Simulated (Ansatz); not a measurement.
The reference is CeO$_{2}$ in the fluorite structure (space group Fm-3m, No. 225; a = 5.3981 Å).

Level of theory: Kohn–Sham DFT with the PBEsol functional, run in Ansatz (a program for electronic structure) with PAW and 420 eV plane waves, no SOC.

Base values:

- Gap character: indirect, a point along ⟨110⟩, about 0.9 Å⁻¹ from Γ → L
- Lattice parameter a: 5.398 Å
- Smallest direct gap: 2.08 eV

It is then changed as follows: Te takes the place of O on all its sites; the structure is relaxed again.

Q: How does this affect the gap character, lattice parameter a and smallest direct gap?

A: The gap character becomes indirect, X → L (base: indirect, a point along ⟨110⟩, about 0.9 Å⁻¹ from Γ → L); the lattice parameter a rises by 1.938 Å, from 5.398 Å to 7.336 Å; the smallest direct gap shrinks by 1.60 eV to 0.48 eV.

With Te present, leaving out spin-orbit coupling can change the band edges. No phonon test of stability was made. As relaxed here, CeTe2 is a hypothetical phase, not in the database extracts checked. Seeded moments were not kept for O → Te and the base. The final runs are not spin-polarised.
